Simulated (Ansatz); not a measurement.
Where the default PAW files enter, the runs use the earlier of Ansatz's two default sets.

Crystal: WO₃ (P-42_1m, not sure to be the ambient phase, 16 atoms a cell, 14.5 Å³ an atom, -11 GPa at this level); planes in its conventional cell.

Computed with PBEsol (plane waves, PAW; Ansatz, a first-principles code).

No gap correction and no spin-orbit coupling; mid-gap values are interpolated between computed energies.

```json
[
 {"plane": "(111)", "area of the cell (Å²)": "73.1", "mid-gap κ (1/Å)": "0.18", "largest κ in the gap (1/Å)": "0.20"},
 {"plane": "(110)", "area of the cell (Å²)": "42.4", "mid-gap κ (1/Å)": "…", "largest κ in the gap (1/Å)": "…"}
]
```

### Question
The slowest decay depends on the direction. Supply the withheld values.

### Answer

- (110), mid-gap κ (1/Å): 0.12
- (110), largest κ in the gap (1/Å): 0.14
